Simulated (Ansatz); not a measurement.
**AlV2C: response to strain**

Base system: AlV2C (space group P6_3/mmc, No. 194).

```
CELL_PARAMETERS angstrom
      2.88481     0.00000     0.00000
     -1.44241     2.49832     0.00000
      0.00000     0.00000    13.11737
ATOMIC_POSITIONS crystal
  Al 0.33333 0.66667 0.75000
  Al 0.66667 0.33333 0.25000
  V  0.33333 0.66667 0.08570
  V  0.66667 0.33333 0.58570
  V  0.66667 0.33333 0.91430
  V  0.33333 0.66667 0.41430
  C  0.00000 0.00000 0.00000
  C  0.00000 0.00000 0.50000
```

Cartesian axes are those of the cell as printed.

Strains are applied to the cell and any free atomic positions relax; under biaxial strain the out-of-plane vector relaxes too.

The values are results of Kohn–Sham DFT with the r2SCAN functional, run in Ansatz (a quantum-chemistry and plane-wave program) with PAW and 500 eV plane waves, no SOC, not measurements.

Notes on the quantities. pressure: mean of the normal stresses, compression positive.

```tsv
change	pressure	space group	shortest interatomic distance
base	0.0 GPa	P6_3/mmc (No. 194)	2.009 Å
biaxial strain −2.15 %, plane normal [001], relaxed out of plane	6.1 GPa	P6_3/mmc (No. 194)	1.994 Å
biaxial strain +1.41 %, plane normal [001], relaxed out of plane	-3.3 GPa	P6_3/mmc (No. 194)	2.019 Å
biaxial strain +2.09 %, plane normal [001], relaxed out of plane	-4.7 GPa	P6_3/mmc (No. 194)	2.024 Å
isotropic strain −2.13 %	13.9 GPa	P6_3/mmc (No. 194)	1.981 Å
isotropic strain −1.64 %	10.3 GPa	P6_3/mmc (No. 194)	1.988 Å
uniaxial strain ε_xx = −4.27 %	9.0 GPa	Cmcm (No. 63)	1.981 Å
uniaxial strain ε_xx = +5.52 %	-8.7 GPa	Cmcm (No. 63)	2.007 Å
```

Without a gap, meshes like the base's 18×18×4 leave anisotropic stresses uncertain by several tenths of a GPa, and small strain energies with them. Stability against distortions was not tested. Seeded moments were not kept for the base. All final runs are without spin polarisation.
